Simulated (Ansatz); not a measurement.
Base system: Na$_{2}$PdH$_{4}$ (space group I4/mmm, No. 139; a = 5.274 Å, c = 6.514 Å; a cell from a computed database, its experimental status unchecked). Axes: x, y, z lie along a, b, c of the conventional cell.

Level of theory: Kohn–Sham DFT with the r2SCAN functional, run in Ansatz (a first-principles code) with PAW and 500 eV plane waves, no spin-orbit coupling.

Perturbation: the cell is scaled by 1.0228 in all directions; the atoms relax in the strained cell.

Q: Predict the stress tensor and what it implies for the stiffness.

A: Stress of the strained cell less that of the base (GPa, compression positive):
```
  -1.42    0.00    0.00
   0.00   -1.42    0.00
   0.00    0.00   -1.36
```

Then B = −ΔP/(ΔV/V₀) with ΔV/V₀ = 0.0700 gives secant stiffness values (nonlinear terms included at this strain): B (at held cell shape, above the free-shape value) ≈ 20 GPa.

As a check, the harmonic strain energy −½ V₀ Δσ:ε is 3.9 meV/atom; the computed energy rise is 4.2 meV/atom.

No phonon test of stability was made.
